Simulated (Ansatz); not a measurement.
Consider an 8-atom supercell of CdSe in the wurtzite structure (space group P6_3mc, No. 186; a = 4.302 Å, c = 7.021 Å) at its relaxed geometry.

All numbers come from DFT with PBEsol, PAW potentials and a 420 eV plane-wave cutoff in Ansatz (an electronic-structure program), no spin-orbit coupling, earlier PAW set.

One neutral defect a cell, atoms relaxed at fixed cell.

One change was made to it. Results:

| quantity | base | after |
|---|---|---|
| largest displacement of a host atom from its site in the perfect cell | – | 0.11 Å |
| pressure | 0.0 GPa | 0.1 GPa |

Task: What was done to the base?
A) Si on a Cd site
B) H interstitial (started 2.75 Å from the nearest host atom)
C) Se interstitial (started 2.63 Å from the nearest host atom), symmetric start

Result: A, Si on a Cd site. For comparison, the largest displacement of a host atom from its site in the perfect cell in the other runs: H interstitial (started 2.75 Å from the nearest host atom) gives 0.35 Å; Se interstitial (started 2.63 Å from the nearest host atom), symmetric start gives 1.62 Å.

The magnetic state is the one reached from the starting moments; the real material's order can differ, and small cells can't hold many antiferromagnetic ones. The cell is small, so the values are those of an ordered compound at a high defect concentration; dilute-limit values will differ. A case with no gap was solved on a k-mesh chosen for an insulator, which is coarse for it. Defects with a symmetric start kept the site's symmetry and may sit on a saddle; the others started slightly shaken. Starting moments died away, wholly or in part, for Si on a Cd site and Se interstitial (started 2.63 Å from the nearest host atom); another magnetic solution may exist.
